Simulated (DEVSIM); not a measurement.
Structure: Pt/Al2O3/SiO2/p-Si capacitor, at 300 K.

| layer (left to right) | material | thickness (nm) | Na (cm⁻³) |
|---|---|---|---|
| 1 | Al2O3 | 3.50 | - |
| 2 | SiO2 | 0.640 | - |
| 3 | Si | 550 | 1.1e18 |

Metal gate on the left, work function 5.6 eV. Fixed charge at the semiconductor interface 2e12 cm⁻² (in units of +e); no interface traps.

Constants are typed, rounded textbook-type inputs, not results; the design itself was drawn at random and stands for no fabricated device. Values at 300 K.

```
parameter      Al2O3  SiO2       Si
-------------  -----  ----  -------
gap (eV)         6.8     9    1.124
affinity (eV)   1.35   0.9     4.05
permittivity       9   3.9     11.7
Nc (cm⁻³)          -     -  2.86e19
Nv (cm⁻³)          -     -   3.1e19
```

Simulated with DEVSIM: 1D Poisson equation in equilibrium, Boltzmann statistics, complete ionisation; no quantum confinement or tunnelling. Metal contacts follow the ideal Schottky-Mott rule: no Fermi-level pinning, no interface dipoles.

The substrate doping was swept, all else fixed.

```csv
substrate doping (cm^-3),flat-band voltage (V),threshold voltage (band bending 2φF) (V),minimum of the low-frequency capacitance (μF/cm²)
5.5e16,0.39,1.26,0.0817
1.1e17,0.37,1.31,0.108
2.2e17,0.35,1.38,0.148
5.5e17,0.33,1.50,0.213
1.1e18,0.31,1.63,0.279
2.2e18,0.29,1.82,0.365
```

From the first row to the last the flat-band voltage goes from 0.39 to 0.29. From the first row to the last the threshold voltage (band bending 2φF) goes from 1.26 to 1.82.
